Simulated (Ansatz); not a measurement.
The starting structures come from a database of crystals and need not be the phases stable at ambient conditions.

The decay constant κ of evanescent states in the gap governs leakage through a thin film.

Input:

```
LaS2
1.0
    8.21765     0.00000     0.00000
   -0.00904     9.19788     0.00000
    0.00000     1.86689     3.69948
La S
4 8
Direct
  0.63032   0.27701   0.01297
  0.36968   0.72299   0.98703
  0.86968   0.72299   0.06699
  0.13032   0.27701   0.93301
  0.89583   0.99742   0.35265
  0.10417   0.00258   0.64735
  0.60417   0.00258   0.84749
  0.39583   0.99742   0.15251
  0.62587   0.63471   0.62898
  0.37413   0.36529   0.37102
  0.87413   0.36529   0.39840
  0.12587   0.63471   0.60160
```

Space group of this cell: P2_1/c. The cell is taken as given.

Transport runs along the normal of the first two printed cell vectors.

No gap correction and no spin-orbit coupling; mid-gap values are interpolated between computed energies.

**Question.** Compute, with r2SCAN (Ansatz, a program for electronic structure), the band gap and the smallest decay constant κ at mid-gap.

**Answer.** Gap 0.90 eV on a 4×8×8 mesh; κ = 0.218 1/Å, at the zone centre.
